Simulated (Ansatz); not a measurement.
Nb: biaxial strain +2.00 %, plane normal [001], relaxed out of plane

Start from Nb in the bcc (W type) structure (space group Im-3m, No. 229; a = 3.304 Å; relaxed with 0.1 eV smearing). Axes: x, y, z lie along the cube axes.

The change: tensile biaxial strain of 2.00 % in the plane normal to [001], as in epitaxy on a mismatched substrate; the out-of-plane cell vector and the atoms relax.

All numbers come from r2SCAN (Ansatz, a program for electronic structure, PAW, without spin-orbit coupling). Γ-centred 28×28×28 mesh, Fermi–Dirac width 0.1 eV.

```csv
quantity,base,changed,shift
volume per atom,18.04 Å³,18.34 Å³,+0.30 Å³
space group,Im-3m (No. 229),I4/mmm (No. 139),–
shortest interatomic distance,5.408 bohr,5.440 bohr,+0.032 bohr
energy relative to the base (free energy F),0 meV/atom,+9.6 meV/atom,+9.6 meV/atom
band gap,zero,zero,–
out-of-plane strain,–,-2.28 %,–
ratio −ε⊥/ε∥,–,1.14,–
mean in-plane stress (compression positive),–,-4.0 GPa,–
```

No phonon test of stability was made. The final runs are not spin-polarised.
